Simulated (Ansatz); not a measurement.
# Effect of biaxial strain +2.00 %, plane normal [001], relaxed out of plane on WC

The parent structure is WC (space group P-6m2, No. 187; a = 2.913 Å, c = 2.835 Å; relaxed with 0.1 eV smearing). Axes: x lies along a and z along c of the hexagonal cell.

One thing is altered: tensile biaxial strain of 2.00 % in the plane normal to [001], as in epitaxy on a mismatched substrate; the out-of-plane cell vector and the atoms relax.

Method: r2SCAN/PAW in Ansatz (a quantum-chemistry and plane-wave program), scalar-relativistic without spin-orbit coupling. Γ-centred 23×23×20 mesh, Fermi–Dirac width 0.1 eV.

The volume per atom grows by 0.349 Å³, from 10.42 Å³ to 10.76 Å³ and the shortest interatomic distance grows by 0.0375 bohr, from 4.156 bohr to 4.194 bohr. The pressure (mean of the normal stresses, compression positive) goes from zero to -11.2 GPa and the band gap stays zero. The out-of-plane strain amounts to -0.66 % and the mean in-plane stress (compression positive) amounts to -16.8 GPa.

Final structure (turned so that z lies along the plane normal):

```yaml
crystal:
  lattice:
    - [2.97093, 0.00000, 0.00000]
    - [1.48547, 2.57290, 0.00000]
    - [0.00000, 0.00000, 2.81651]
  atoms:
    - { symbol: W, position: [0.00000, 0.00000, 0.00000] }
    - { symbol: C, position: [0.33333, 0.33333, 0.50000] }
```

No phonon test of stability was made. The final runs are not spin-polarised.
